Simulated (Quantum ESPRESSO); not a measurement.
Quantum ESPRESSO run on In2Ag (I4/mcm, 6 atoms in the cell): self-consistent single point.

Level of theory: Wu-Cohen GGA, PSlibrary ultrasoft (PBE) pseudopotentials (plane waves; Quantum ESPRESSO).

```xyz
6
Lattice="-3.5138 3.5138 2.8699 3.5138 -3.5138 2.8699 3.5138 3.5138 -2.8699" Properties=species:S:1:pos:R:3 pbc="T T T"
In     1.0984     4.6122     0.0000
In     2.4154     1.0984     0.0000
In     2.4154    -1.0984     2.8699
In     1.0984     2.4154     2.8699
Ag     0.0000     0.0000     1.4349
Ag     0.0000     0.0000     4.3048
```

Reference input (self-consistent single point, DFT, LDA (PZ), plane waves, PSlibrary ultrasoft (LDA) pseudopotentials): ecutwfc = 50 Ry; ecutrho = 300 Ry; occupations = smearing; smearing = methfessel-paxton; degauss = 0.0099958 Ry; potentials = {In: In.pz-dn-rrkjus_psl.1.0.0.UPF, Ag: Ag.pz-n-rrkjus_psl.1.0.0.UPF}; K_POINTS = automatic 6 6 6 0 0 0; conv_thr = 1e-10 Ry; mixing_beta = 0.7. This run's input differs from it in these lines:

```diff
@@ -17,2 +17,3 @@
   degauss = 0.0099958,
+  input_dft = 'wc',
 /
@@ -23,4 +24,4 @@
 ATOMIC_SPECIES
-In   114.8180  In.pz-dn-rrkjus_psl.1.0.0.UPF
-Ag   107.8682  Ag.pz-n-rrkjus_psl.1.0.0.UPF
+In   114.8180  In.pbe-dn-rrkjus_psl.1.0.0.UPF
+Ag   107.8682  Ag.pbe-n-rrkjus_psl.1.0.0.UPF
 CELL_PARAMETERS angstrom
```

The program printed (abridged):

```
     Self-consistent Calculation

     iteration #  1     ecut=    50.00 Ry     beta= 0.70

     Threshold (ethr) on eigenvalues was too large:
     Diagonalizing with lowered threshold

     total energy              =    -728.65868421 Ry
     estimated scf accuracy    <       0.06938396 Ry

     iteration #  2     ecut=    50.00 Ry     beta= 0.70

     total energy              =    -728.67784419 Ry
     estimated scf accuracy    <       0.01019893 Ry

     iteration #  3     ecut=    50.00 Ry     beta= 0.70

     total energy              =    -728.67945350 Ry
     estimated scf accuracy    <       0.00031853 Ry

   [... 6 blocks of this kind left out ...]

     iteration # 10     ecut=    50.00 Ry     beta= 0.70

     total energy              =    -728.67968743 Ry
     estimated scf accuracy    <          5.8E-10 Ry

     iteration # 11     ecut=    50.00 Ry     beta= 0.70
     End of self-consistent calculation

     the Fermi energy is    10.5460 ev

!    total energy              =    -728.67968743 Ry
     estimated scf accuracy    <          3.9E-11 Ry
     smearing contrib. (-TS)   =       0.00001646 Ry
     internal energy E=F+TS    =    -728.67970389 Ry

     convergence has been achieved in  11 iterations

     Forces acting on atoms (cartesian axes, Ry/au):

     atom    1 type  1   force =    -0.00079722   -0.00079722    0.00000000
     atom    2 type  1   force =     0.00079722   -0.00079722    0.00000000
     atom    3 type  1   force =     0.00079722    0.00079722   -0.00000000
     atom    4 type  1   force =    -0.00079722    0.00079722    0.00000000
     atom    5 type  2   force =     0.00000000    0.00000000    0.00000000
     atom    6 type  2   force =     0.00000000    0.00000000    0.00000000

     Total force =     0.002255     Total SCF correction =     0.000001

          total   stress  (Ry/bohr**3)                   (kbar)     P=      -58.06
  -0.00038257   0.00000000   0.00000000          -56.28        0.00        0.00
   0.00000000  -0.00038257   0.00000000            0.00      -56.28        0.00
   0.00000000   0.00000000  -0.00041887            0.00        0.00      -61.62

   JOB DONE.
```

The run converged in 11 iterations. Against the reference run the pressure goes from -8.31 to -5.81 GPa and the largest force goes from 0.003 to 0.029 eV/Å.

The starting cell comes from a database of published, mostly measured structures (it also holds non-ambient and calculated ones), without a prior relaxation at this level. Its lattice was rescaled by a random factor within 2.5 % of one. With a pressure of about -6 GPa the cell is away from its equilibrium volume at this level.

Cost on one core of a shared machine: roughly 4 min.
